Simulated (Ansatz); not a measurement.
Start from GaP in the zinc blende structure (space group F-43m, No. 216; a = 5.439 Å).

Structures relaxed with plane-wave PAW DFT at the PBEsol level (Ansatz, a first-principles code, 420 eV), spin-orbit coupling left out.

Base:

Simulated powder pattern, Cu Kα1, λ = 1.54056 Å (kinematic, ideal powder, no thermal factors, no anomalous dispersion; the 10 strongest lines at most, above 2 %, up to 2θ = 90°):

```json
[
 {"2θ (°)": "28.40", "I/Imax (%)": "100", "hkl": "(111)"},
 {"2θ (°)": "32.91", "I/Imax (%)": "14", "hkl": "(200)"},
 {"2θ (°)": "47.23", "I/Imax (%)": "61", "hkl": "(220)"},
 {"2θ (°)": "56.04", "I/Imax (%)": "42", "hkl": "(311)"},
 {"2θ (°)": "58.76", "I/Imax (%)": "3.8", "hkl": "(222)"},
 {"2θ (°)": "69.02", "I/Imax (%)": "9.4", "hkl": "(400)"},
 {"2θ (°)": "76.25", "I/Imax (%)": "16", "hkl": "(331)"},
 {"2θ (°)": "78.60", "I/Imax (%)": "4.4", "hkl": "(420)"},
 {"2θ (°)": "87.87", "I/Imax (%)": "20", "hkl": "(422)"}
]
```

Perturbation: an isotropic linear strain of +2.00 %; the atoms relax in the strained cell.

### Question
How do the reflections move or split?

### Answer

Simulated powder pattern, Cu Kα1, λ = 1.54056 Å (kinematic, ideal powder, no thermal factors, no anomalous dispersion; the 10 strongest lines at most, above 2 %, up to 2θ = 90°):

```csv
2θ (°),I/Imax (%),hkl
27.83,100,(111)
32.25,14,(200)
46.25,61,(220)
54.84,43,(311)
57.50,3.8,(222)
67.48,9.5,(400)
74.50,17,(331)
76.78,4.5,(420)
85.73,20,(422)
```

The indices refer to the base's conventional cell; one index is shown for lines that coincide.

No phonon test of stability was made.
